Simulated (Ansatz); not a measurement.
Functionals compared on a constructed model of the (100) surface of fcc Al, a pseudomorphic layer of W in the host's stacking (bottom of the slab: a bare face, its two planes held), in Ansatz (plane waves, PAW). The structure was relaxed with PBE; the other rows are single points on it. Cutoff 420 eV (500 eV for r2SCAN).

Slab: 7 atoms, 12.3 Å thick at the start; k 13x13x1, smearing 0.1 eV, dipole-corrected; 2 atoms held, the rest relaxed; start symmetry kept, larger cells not searched; no spin, no spin-orbit, no U. It is one candidate, not shown to be the stable structure of the face. These notes are the PBE run's.

| functional | work function of the top face (eV) | rough cost of the single point |
|---|---|---|
| PBE | 5.19 | – |
| RPBE | 5.07 | around 13 core-seconds (rough) |
| r2SCAN | … | around 25 core-seconds (rough) |

Problem. What belongs in the gaps?

Solution. 
- r2SCAN, work function of the top face (eV): 5.28

Ansatz is a program for electronic structure.
